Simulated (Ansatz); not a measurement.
# Effort and miss along a sweep of kpoints.mp_grid.grid: K2CuBiCl6 (Fm-3m, 10 atoms in the cell)

Cell: a = 7.4733 Å, b = 7.4733 Å, c = 7.4733 Å, α = 60.00°, β = 60.00°, γ = 60.00°.

Method: HSE06, default PAW files made with PBE (plane waves; Ansatz, a program for electronic structure).

Base settings: basis.ecutwfc = 30.9 Ry; kpoints.mp_grid.grid = 3 3 3; hamiltonian.xc = hse06; hamiltonian.pseudopotentials = {kind: paw} (the program's default PAW files); scf.occupations.method = fixed.

Misses are taken against the tightest run, 4 4 4, which need not be fully converged itself. The energy is the free energy per atom.

Core times come from one kind of shared machine and are given to one figure; runs under 30 s give none.

The starting cell comes from a database of computed structures (which also holds hypothetical and non-ambient phases and stackings), without a prior relaxation at this level. Its lattice was rescaled by a random factor within 2.5 % of one. Ansatz's pressure includes its estimate of the finite-basis (Pulay) stress.

The runs (kpoints.mp_grid.grid): 1 1 1 | 2 2 2 | 3 3 3 | 4 4 4.

Task: Which is the coarsest setting among those run that, with all tighter ones, holds the energy within 20 meV/atom of the reference, and what does it save?

Result: 2 2 2, off by 11 meV/atom; it needs about 0.2 of the reference's time.

Task: Which is the coarsest setting among those run that, with all tighter ones, holds the energy within 10 meV/atom of the reference, and what does it save?

Result: 3 3 3, off by 0.13 meV/atom; it needs about 0.3 of the reference's time.

```csv
kpoints.mp_grid.grid,energy less reference (meV/atom),pressure less reference (GPa),largest difference in the force on any atom (eV/Å),core time / reference (rough)
1 1 1,217.19,2.56,0.731,–
2 2 2,11.25,0.15,0.058,0.2
3 3 3,0.13,0.00,0.001,0.3
4 4 4,0.00,0.00,0.000,1
```

Keys are those of Ansatz 0.2.
